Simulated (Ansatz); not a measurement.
**What isotropic strain +3.00 % does to TlCl**

The parent structure is TlCl in the CsCl type structure (space group Pm-3m, No. 221; a = 3.769 Å).

Perturbation: the cell is scaled by 1.0300 in all directions, atoms relaxed at fixed cell.

Calculations: PBEsol, PAW, 420 eV (Ansatz, a quantum-chemistry and plane-wave program; scalar-relativistic without spin-orbit coupling). Γ-centred 9×9×9 mesh, Fermi–Dirac width 0.05 eV.

```tsv
quantity	base	changed	shift
volume per atom	26.77 Å³	29.26 Å³	+2.483 Å³
shortest interatomic distance	3.264 Å	3.362 Å	+0.098 Å
energy relative to the base (free energy F)	0 meV/atom	+18 meV/atom	+18 meV/atom
pressure	-0.01 GPa	-2.12 GPa	-2.11 GPa
band gap	1.79 eV	2.03 eV	+0.232 eV
gap character	direct at X	direct at X	–
mean gap deformation potential ΔEg/Δln V	–	+2.6 eV	–
width of the top valence band	2.23 eV	1.87 eV	-0.36 eV
electron mass	0.14 mₑ along k, 0.27 mₑ across (at X)	0.17 mₑ along k, 0.29 mₑ across (at X)	–
hole mass	0.21 mₑ along k, 0.54 mₑ across (at X)	0.28 mₑ along k, 0.61 mₑ across (at X)	–
valley order (the lowest conduction-band minima on the path, energy above the VBM, named in the base's zone)	X along ⟨100⟩ 1.79 eV; R along ⟨111⟩ 2.19 eV	X along ⟨100⟩ 2.03 eV; R along ⟨111⟩ 2.54 eV	–
```

Final structure:

```yaml
crystal:
  lattice:
    - [3.88229, 0.00000, 0.00000]
    - [0.00000, 3.88229, 0.00000]
    - [0.00000, 0.00000, 3.88229]
  atoms:
    - { symbol: Tl, position: [0.00000, 0.00000, 0.00000] }
    - { symbol: Cl, position: [0.50000, 0.50000, 0.50000] }
```

With Tl present, leaving out spin-orbit coupling can change the band edges. Masses are band curvatures over ±0.01 Å⁻¹ around the edge. Along k means along the line from Γ to the band edge. Whether these cells are dynamically stable was not tested.
